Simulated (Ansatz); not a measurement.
CsSnI3 (P4/mbm, No. 127, 10 atoms in the cell; start COD 4117958; high-temperature phase)

The numbers are results of r²SCAN (Ansatz, a quantum-chemistry and plane-wave program, PAW), not measurements.

Run with plane-wave cutoff 560 eV, 4×4×6 k mesh (along the axes of the cell as run), Fermi–Dirac smearing 0.01 eV, scalar-relativistic PAW data made under PBE.

Cell (relaxed at this level):

Space group P4/mbm (No. 127); a = b = 8.683 Å, c = 6.306 Å, α = β = γ = 90.00°

| atom | site | symmetry | x | y | z |
|---|---|---|---|---|---|
| I | 2a | 4/m.. | 0.0000 | 0.0000 | 0.0000 |
| I | 4h | m.2m | 0.3007 | 0.1993 | 0.5000 |
| Sn | 2b | 4/m.. | 0.5000 | 0.5000 | 0.5000 |
| Cs | 2d | m.mm | 0.0000 | 0.5000 | 0.0000 |

- band gap = 0.62 eV
- direct gap at Γ = 1.97 eV

Note: held by symmetry at 0 K, a high-temperature phase can be a saddle point.

Spin–orbit coupling is not included; with these elements it can move the gap by several tenths of an eV or more.

Cost on a shared machine: around 9 core-minutes (rough).
